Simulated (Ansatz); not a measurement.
The parent structure is PbI2 in the CdI2 type structure (space group P-3m1, No. 164; a = 4.559 Å, c = 6.973 Å). Axes: x lies along a and z along c of the hexagonal cell.

Computed with Ansatz (a first-principles code) PBE-D3(BJ), no spin-orbit coupling.

Strains are applied to the cell and any free atomic positions relax; under biaxial strain the out-of-plane vector relaxes too; under stress the whole cell relaxes.

One change was made to it. Results:

The volume per atom decreases by 1.034 Å³ to 40.80 Å³; the electron mass becomes 1.1 mₑ along k, 0.24 mₑ across (at A) (base: 1.0 mₑ along k, 0.23 mₑ across (at A)).

Question: Which change produced these results?
(A) biaxial strain −0.56 %, plane normal [001], relaxed out of plane
(B) biaxial strain +1.84 %, plane normal [001], relaxed out of plane
(C) uniaxial strain ε_zz = +4.71 %
(D) uniaxial stress, 1 GPa compression along z

Answer: D, uniaxial stress, 1 GPa compression along z. For comparison, the electron mass in the other runs: biaxial strain −0.56 %, plane normal [001], relaxed out of plane gives 0.98 mₑ along k, 0.23 mₑ across (at A); biaxial strain +1.84 %, plane normal [001], relaxed out of plane gives 1.2 mₑ along k, 0.24 mₑ across (at A); uniaxial strain ε_zz = +4.71 % gives 1.2 mₑ along k, 0.24 mₑ across (at A).

With I and Pb present, leaving out spin-orbit coupling can change the band edges. The levels and masses belong to the bands next to the band gap. Masses are band curvatures over ±0.01 Å⁻¹ around the edge. Along k means along the line from Γ to the band edge. Stability under load was not tested beyond the relaxation.
